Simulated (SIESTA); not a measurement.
SIESTA run on Nb (Im-3m, 1 atom in the cell): self-consistent single point

Level of theory: GGA PBE, numerical atomic orbitals DZP, PseudoDojo PBE standard norm-conserving potentials (rewritten from UPF to PSML) (SIESTA 5.4.2).

Input as run:

```
# files in the folder: Nb.psml (PseudoDojo PBE standard)
SystemName  Nb
SystemLabel siesta

NumberOfAtoms                1
NumberOfSpecies              1
%block ChemicalSpeciesLabel
  1 41 Nb
%endblock ChemicalSpeciesLabel
LatticeConstant              1.0 Bohr
%block LatticeVectors
    -3.181726207    3.181726207    3.181726207
     3.181726207   -3.181726207    3.181726207
     3.181726207    3.181726207   -3.181726207
%endblock LatticeVectors
AtomicCoordinatesFormat      Ang
%block AtomicCoordinatesAndAtomicSpecies
     0.000000000    0.000000000    0.000000000  1
%endblock AtomicCoordinatesAndAtomicSpecies

XC.functional                GGA
XC.authors                   PBE
PAO.BasisSize                DZP
PAO.EnergyShift              0.005 Ry
MeshCutoff                   350 Ry
%block kgrid.MonkhorstPack
   11   0   0  0.0
    0  11   0  0.0
    0   0  11  0.0
%endblock kgrid.MonkhorstPack
OccupationFunction           FD
ElectronicTemperature        0.1 eV

MaxSCFIterations             150
SCF.Mixer.Method             Pulay
SCF.Mixer.Weight             0.2
SCF.Mixer.History            8
SCF.DM.Tolerance             1.0E-04
Diag.ParallelOverK           true
WriteForces                  true
```

The program printed (abridged):

```
reinit: Reading from file input.fdf

reinit: System Name: Nb
reinit: System Label: siesta

coor:   Atomic-coordinates input format  =     Cartesian coordinates
coor:                                          (in Angstroms)

siesta: Atomic coordinates (Bohr) and species
siesta:      0.00000   0.00000   0.00000  1        1

siesta: System type = bulk

initatomlists: Number of atoms, orbitals, and projectors:      1    19    18

siesta: ******************** Simulation parameters ****************************
redata: Spin configuration                          = none
redata: Time-Reversal Symmetry                      = T
redata: Number of Atomic Species                    =        1
redata: Mesh Cutoff                                 =   350.0000 Ry
redata: Net charge of the system                    =     0.0000 |e|
redata: Min. number of SCF Iter                     =        0
redata: Max. number of SCF Iter                     =      150
redata: SCF convergence failure will abort job
redata: SCF mix quantity                            = Hamiltonian
redata: Mix DM or H after convergence               =   F
redata: Recompute H after scf cycle                 =   F
redata: Mix DM in first SCF step                    =   T
redata: No kicks to SCF
redata: DM Mixing Weight for Kicks                  =     0.5000
redata: Require Harris convergence for SCF          =   F
redata: Harris energy tolerance for SCF             =     0.000100 eV
redata: Require DM convergence for SCF              =   T
redata: DM tolerance for SCF                        =     0.000100
redata: Require EDM convergence for SCF             =   F
redata: EDM tolerance for SCF                       =     0.001000 eV
redata: Require H convergence for SCF               =   T
redata: Hamiltonian tolerance for SCF               =     0.001000 eV
redata: Require (free) Energy convergence for SCF   =   F
redata: (free) Energy tolerance for SCF             =     0.000100 eV
redata: Using DFT-D3 dispersion                     =   F
redata: Using Saved Data (generic)                  =   F
redata: Method of Calculation                       = Diagonalization
redata: Electronic Temperature                      =  1160.4518 K
redata: Number of TDED substeps                     =        3
redata: Dynamics option                             = Single-point calculation
redata: Save all siesta data in one NC              =   F
redata: ***********************************************************************

%block SCF.Mixers
  Pulay
%endblock SCF.Mixers

%block SCF.Mixer.Pulay
  # Mixing method
  method pulay
  variant stable

  # Mixing options
  weight 0.2000
  weight.linear 0.2000
  history 8
%endblock SCF.Mixer.Pulay

DM_history_depth set to one: no extrapolation allowed by default for geometry relaxation
Size of DM history Fstack: 1
Total number of electrons:    13.000000
Total ionic charge:    13.000000

* ProcessorY, Blocksize:    1  20

* Orbital distribution balance (max,min):    19    19

 Kpoints in:          726 . Kpoints trimmed:          666

siesta: k-grid: Number of k-points = 666
siesta: k-points from Monkhorst-Pack grid
siesta: k-cutoff (effective) =    16.039 Ang
siesta: k-point supercell and displacements
siesta: k-grid:    11     0     0      0.000
siesta: k-grid:     0    11     0      0.000
siesta: k-grid:     0     0    11      0.000

diag: Algorithm                                     = D&C
diag: Parallel over k                               =   F
diag: Use parallel 2D distribution                  =   F
diag: Parallel block-size                           = 20
diag: Parallel distribution                         =     1 x     1
diag: Used triangular part                          = Lower
diag: Absolute tolerance                            =  0.100E-15
diag: Orthogonalization factor                      =  0.100E-05
diag: Memory factor                                 =  1.0000

superc: Internal auxiliary supercell:     9 x     9 x     9  =     729
superc: Number of atoms, orbitals, and projectors:    729  13851  13122

                        Single-point calculation

superc: Internal auxiliary supercell:     9 x     9 x     9  =     729
superc: Number of atoms, orbitals, and projectors:    729  13851  13122

outcell: Unit cell vectors (Ang):
       -1.683697    1.683697    1.683697
        1.683697   -1.683697    1.683697
        1.683697    1.683697   -1.683697

outcell: Cell vector modules (Ang)   :    2.916249    2.916249    2.916249
outcell: Cell angles (23,13,12) (deg):    109.4712    109.4712    109.4712
outcell: Cell volume (Ang**3)        :     19.0920
new_DM -- step:     1
Initializing Density Matrix...

Attempting to read DM from file... Failed...
DM filled with atomic data:

InitMesh: MESH = 30 x 30 x 30 = 27000
InitMesh: Mesh cutoff (required, used) =   350.000   438.719 Ry

stepf: Fermi-Dirac step function

        iscf     Eharris(eV)        E_KS(eV)     FreeEng(eV)     dDmax    Ef(eV) dHmax(eV)
   scf:    1    -1687.607835    -1693.687241    -1693.730378  0.376857 -4.208156  4.997595
   scf:    2    -1694.421152    -1694.070121    -1694.117460  0.153198 -4.507226  3.335972
   scf:    3    -1694.536061    -1694.371642    -1694.427388  0.252290 -5.153107  0.063726
   scf:    4    -1694.372205    -1694.372148    -1694.427510  0.014691 -5.141666  0.103187
   scf:    5    -1694.372161    -1694.372196    -1694.427733  0.006664 -5.172975  0.004659
   scf:    6    -1694.372176    -1694.372186    -1694.427733  0.000516 -5.174728  0.001639
   scf:    7    -1694.372194    -1694.372190    -1694.427733  0.000117 -5.174330  0.000092
mix: Pulay -- inversion failed, > SVD [rank/size] 3 / 6
   scf:    8    -1694.372189    -1694.372190    -1694.427733  0.000013 -5.174376  0.000092

SCF Convergence by DM+H criterion
max |DM_out - DM_in|         :     0.0000130577
max |H_out - H_in|      (eV) :     0.0000917726
SCF cycle converged after 8 iterations

Using DM_out to compute the final energy and forces

siesta: E_KS(eV) =            -1694.3722

siesta: E_KS - E_eggbox =     -1694.3722

siesta: Atomic forces (eV/Ang):
     1    0.000000   -0.000000    0.000000
   Tot    0.000000   -0.000000    0.000000
   Max    0.000000
   Res    0.000000    sqrt( Sum f_i^2 / 3N )
   Max    0.000000    constrained

Stress tensor Voigt[x,y,z,yz,xz,xy] (kbar):       78.01       78.01       78.01        0.02        0.02        0.02
(Free)E + p*V (eV/cell)    -1695.3573
Target enthalpy (eV/cell)    -1694.4277

siesta: Program's energy decomposition (eV):
siesta: Ebs     =      -367.359994
siesta: Eions   =      2858.435064
siesta: Ena     =       792.952145
siesta: Ekin    =       490.105723
siesta: Enl     =       209.454862
siesta: Eso     =         0.000000
siesta: Edftu   =         0.000000
siesta: DEna    =        24.769188
siesta: DUscf   =         0.941636
siesta: DUext   =         0.000000
siesta: Ex      =      -329.380275
siesta: Ec      =       -24.780403
siesta: Exc     =      -354.160678
siesta: Eharris =     -1694.372189
siesta: Etot    =     -1694.372190
siesta: FreeEng =     -1694.427733

siesta: Stress tensor (static) (eV/Ang**3):
siesta:     0.048688    0.000013    0.000013
siesta:     0.000013    0.048688    0.000013
siesta:     0.000013    0.000013    0.048688

siesta: Cell volume =         19.092017 Ang**3

siesta: Pressure (static):
siesta:                Solid            Molecule  Units
siesta:          -0.00053028         -0.00053028  Ry/Bohr**3
siesta:          -0.04868828         -0.04868828  eV/Ang**3
siesta:         -78.00722487        -78.00722487  kBar
```

The run converged in 8 iterations.

The starting cell comes from a database of computed structures (which also holds hypothetical and non-ambient phases and stackings), without a prior relaxation at this level. Its lattice was rescaled by a random factor within 2.5 % of one. Spin polarisation is off. Values carry the incompleteness of an atom-centred basis. With a pressure of about -8 GPa the cell is away from its equilibrium volume at this level.
